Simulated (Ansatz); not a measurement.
**What pressure 7 GPa does to MgO**

Base system: MgO in the rock salt structure (space group Fm-3m, No. 225; a = 4.2544 Å).

Perturbation: cell and atoms relaxed at a pressure of 7 GPa.

Calculations: DFT with PBE, PAW potentials and a 420 eV plane-wave cutoff in Ansatz (a program for electronic structure), spin-orbit coupling left out, earlier PAW set. k-mesh 13×13×13 (Γ-centred); smearing 0.05 eV (Fermi–Dirac).

The volume per atom shrinks by 0.405 Å³ (9.63 Å³ → 9.22 Å³) and the density rises by 0.15 g/cm³, from 3.48 g/cm³ to 3.63 g/cm³. The lattice parameter a falls by 0.1143 bohr (8.040 bohr → 7.925 bohr) and the shortest interatomic distance drops by 0.057 bohr, from 4.020 bohr to 3.963 bohr. The enthalpy H = E + PV relative to the base's energy is +0.41 eV/atom and the band gap grows by 0.41 eV to 4.87 eV. The gap character remains direct at Γ and the mean gap deformation potential ΔEg/Δln V amounts to -9.6 eV. The width of the top valence band grows by 0.08 eV, from 1.71 eV to 1.79 eV and the electron mass goes from 0.34 mₑ (at Γ) to 0.35 mₑ (at Γ). The hole mass (degenerate bands, along [100]) goes from 0.38, 2.2, 2.2 mₑ (at Γ) to 0.40, 2.1, 2.1 mₑ (at Γ).

Load acts through the strain it causes; cell and atoms are relaxed under it. Masses are band curvatures over ±0.01 Å⁻¹ around the edge. No phonon test of stability was made. Competing high-pressure phases were not computed.
